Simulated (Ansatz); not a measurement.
We consider W (model structure, started from the diamond type, Fd-3m, No. 227, 2 atoms in the cell), described by PBEsol (Ansatz, a program for electronic structure, plane waves, PAW).

Numerical settings: plane-wave cutoff 520 eV, 16×16×16 k mesh, Fermi–Dirac smearing 0.05 eV, no spin polarisation, scalar-relativistic PAW data made under PBE.

Cell (relaxed at this level):

Space group Fd-3m, origin choice 1 (No. 227); a = 5.756 Å, b = 5.756 Å, c = 5.756 Å, α = 90.00°, β = 90.00°, γ = 90.00°

```
atom  site  symmetry       x       y       z
----  ----  --------  ------  ------  ------
W       8b      -43m  0.5000  0.5000  0.5000
```
(The calculation used a cell of 2 atoms; values per cell refer to that cell.)

Predict the bulk modulus B0.


bulk modulus B0: 129 GPa

Note: the run has no spin polarisation, so it can have missed a magnetic state; the bulk modulus is −V dP/dV from two relaxed cells at ±2 % in volume; the relaxation could raise the start's symmetry but not lower it, so the cell can be a saddle point.

Spin–orbit coupling is not included.

Static lattice: no zero-point or thermal effects.

A model structure was made by putting elements into a prototype or built by hand; it is no filed structure, need not be a known phase, and can be a saddle point held by its symmetry.
